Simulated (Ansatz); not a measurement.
**Response to strain in Cu**

Start from Cu in the fcc (Cu type) structure (space group Fm-3m, No. 225; a = 3.5184 Å; relaxed with 0.1 eV smearing). Axes: x, y, z lie along the cube axes.

Strains are applied to the cell and any free atomic positions relax; under biaxial strain the out-of-plane vector relaxes too.

Calculations: LDA (Ansatz, a first-principles code; PAW; 420 eV plane waves; no spin-orbit coupling).

Notes on the quantities. energy relative to the base: free energy F.

| biaxial strain, plane normal [111], relaxed out of plane (%) | energy relative to the base (meV/atom) |
|---|---|
| -2.5 | 16.8 |
| -2.08 | 11.4 |
| -1.67 | 7.2 |
| -1.25 | 4.0 |
| -0.83 | 1.7 |
| -0.42 | ? |
| 0 | 0.0 |

Problem. Fit ΔE = Aε² + Bε³ (ε in %) to the rows shown and predict the withheld row.

Solution. Least squares on the printed values gives A = 2.39 and B = -0.12 meV/atom (largest residual 0.0 meV/atom); this predicts 0.4 meV/atom, and the run gives 0.4 meV/atom, in agreement.

Whether these cells are dynamically stable was not tested. The final runs are not spin-polarised.
